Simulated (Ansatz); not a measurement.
Given:

```xyz
3
Lattice="3.6355 0.0000 0.0000 -1.8178 3.1485 0.0000 0.0000 0.0000 18.9820" Properties=species:S:1:pos:R:3 pbc="T T T"
Pt     0.0000     0.0000     9.4910
Se     0.0000     2.0990    10.8634
Se     1.8178     1.0495     8.1187
```

Computed with PBE, rigid bands (plane waves, PAW, scalar-relativistic; Ansatz, a first-principles code). Condition of this run: biaxial strain -3 %. How the cell was made: cell and atoms relaxed with PBE, then loaded as said.

### Question
What conductivity effective mass do dilute electrons have at 300 K?

### Answer
0.38 mₑ.

### Question
And the band gap?

### Answer
1.24 eV at this level; semilocal functionals usually fall short of the measured gap.

Rigid bands, one relaxation time for all states, no polarons. Spin-orbit coupling is left out; where it splits the top of the valence band it changes the hole mass and lowers the gap by about a third of the splitting.

Model free-standing layer, not matched to a measured one here: monolayer PtSe2.
